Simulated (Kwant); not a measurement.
System: GaN/Al0.2Ga0.8N stack with 2 barriers. One parabolic valley. Leads of mass 0.2 mₑ with the band edge at 0; grid 0.1 nm; bias 0.1 V, dropping linearly over the stack.

| layer | thickness (nm) | band offset (eV) | mass (mₑ) |
|---|---|---|---|
| 1 | 1.1 | 0.35 | 0.22 |
| 2 | 4.6 | 0 | 0.2 |
| 3 | 1.1 | 0.35 | 0.22 |

Constants are typed, rounded textbook-type inputs, not results; the design itself was drawn at random and stands for no fabricated device.

Computed with Kwant: one-band effective-mass tight-binding model in one dimension, coherent, no space charge.

Sweep values stay those of the base run.

Base results: transmission at E = 0.3367 eV 0.54; mean transmission over the sweep 0.35; transmission at E = 0.4484 eV 0.55; transmission at E = 0.2251 eV 0.12.

Q: What follows from this one change: width of the first well 4.6 → 2.8 nm?

A: transmission at E = 0.3367 eV 0.54 → 0.97; mean transmission over the sweep 0.35 → 0.37; transmission at E = 0.4484 eV 0.55 → 0.44; transmission at E = 0.2251 eV 0.12 → 0.17.

Q: What follows from this one change: mass in the first barrier 0.22 → 0.18 mₑ?

A: transmission at E = 0.3367 eV 0.54 → 0.57; mean transmission over the sweep 0.35 → 0.39; transmission at E = 0.4484 eV 0.55 → 0.66; transmission at E = 0.2251 eV 0.12 → 0.15.
